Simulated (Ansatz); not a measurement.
Start from Si in the diamond structure (space group Fd-3m, No. 227; a = 5.4338 Å). Axes: x, y, z lie along the cube axes.

Modification: the cell is compressed by 0.77 % along y with no lateral relaxation; the atoms relax in the strained cell.

Levels (all Ansatz, a first-principles code, PAW): PBEsol (420 eV, spin-orbit coupling left out); r2SCAN (500 eV, scalar-relativistic without spin-orbit coupling); HSE06 (420 eV, scalar-relativistic without spin-orbit coupling).

One geometry, relaxed with PBEsol, under each level:

```json
[
 {"level": "PBEsol", "band gap": "0.37 eV", "lowest conduction level above the VBM at special points": "M 0.51 eV; X 0.57 eV; S₀ 0.99 eV; S 0.99 eV", "electron mass": "0.93 mₑ along k, 0.19 mₑ across (off the special points)", "hole mass": "0.17 mₑ along y, 0.25 mₑ across (at Γ)", "pressure": "0.73 GPa"},
 {"level": "r2SCAN", "band gap": "0.66 eV", "lowest conduction level above the VBM at special points": "M 0.81 eV; X 0.88 eV; S₀ 1.31 eV; S 1.31 eV", "electron mass": "0.91 mₑ along k, 0.19 mₑ across (off the special points)", "hole mass": "0.18 mₑ along y, 0.25 mₑ across (at Γ)", "pressure": "1.35 GPa"},
 {"level": "HSE06", "band gap": "(withheld)", "lowest conduction level above the VBM at special points": "(withheld)", "electron mass": "–", "hole mass": "–", "pressure": "–"}
]
```

**Question.** Give the withheld HSE06 results.

**Answer.** 
- HSE06, band gap: 1.03 eV
- HSE06, lowest conduction level above the VBM at special points: M 1.18 eV; X 1.25 eV; S₀ 1.70 eV; Γ 3.26 eV

Single points use the geometry relaxed with PBEsol. Their cutoffs differ, which shifts pressures a little. HSE06 was sampled on its mesh, a few special points and the semilocal edge points, so its gap is an upper bound. Masses are band curvatures over ±0.01 Å⁻¹ around the edge. Along k means along the line from Γ to the band edge. Stability against distortions was not tested. Labels are those of the standard path for the cell's own space group.
